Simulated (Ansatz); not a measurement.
# IrO2 under a change: biaxial strain +1.60 %, plane normal [001], relaxed out of plane

Start from IrO2 in the rutile structure (space group P4_2/mnm, No. 136; a = 4.5293 Å, c = 3.1799 Å). Axes: x, y, z lie along a, b, c of the conventional cell.

The change: tensile biaxial strain of 1.60 % in the plane normal to [001], as in epitaxy on a mismatched substrate; the out-of-plane cell vector and the atoms relax.

Level of theory: DFT with PBE, PAW potentials and a 420 eV plane-wave cutoff in Ansatz (a first-principles code), scalar-relativistic without spin-orbit coupling, earlier PAW set. Settings: 10×10×15 k-points, 0.05 eV Fermi–Dirac smearing.

The volume per atom goes up by 0.24 Å³ to 11.11 Å³ and the space group stays P4_2/mnm (No. 136). The shortest interatomic distance goes up by 0.021 Å (1.976 Å → 1.997 Å) and the pressure (mean of the normal stresses, compression positive) goes from zero to -4.3 GPa. The band gap remains zero and the out-of-plane strain is -1.01 % (rough). The mean in-plane stress (compression positive) comes out as -6.5 GPa (rough).

Final structure (turned so that z lies along the plane normal):

```yaml
crystal:
  lattice:
    - [4.60178, 0.00000, 0.00000]
    - [0.00000, 4.60178, 0.00000]
    - [0.00000, 0.00000, 3.14793]
  atoms:
    - { symbol: Ir, position: [0.00000, 0.00000, 0.00000] }
    - { symbol: Ir, position: [0.50000, 0.50000, 0.50000] }
    - { symbol: O, position: [0.30682, 0.30682, 0.00000] }
    - { symbol: O, position: [0.80682, 0.19318, 0.50000] }
    - { symbol: O, position: [0.19318, 0.80682, 0.50000] }
    - { symbol: O, position: [0.69318, 0.69318, 0.00000] }
```

Without a gap, meshes like the base's 10×10×15 leave anisotropic stresses uncertain by several tenths of a GPa, and small strain energies with them. Whether these cells are dynamically stable was not tested. No Hubbard U is applied, and correlation can decide whether such a compound is a metal. The final runs are not spin-polarised.
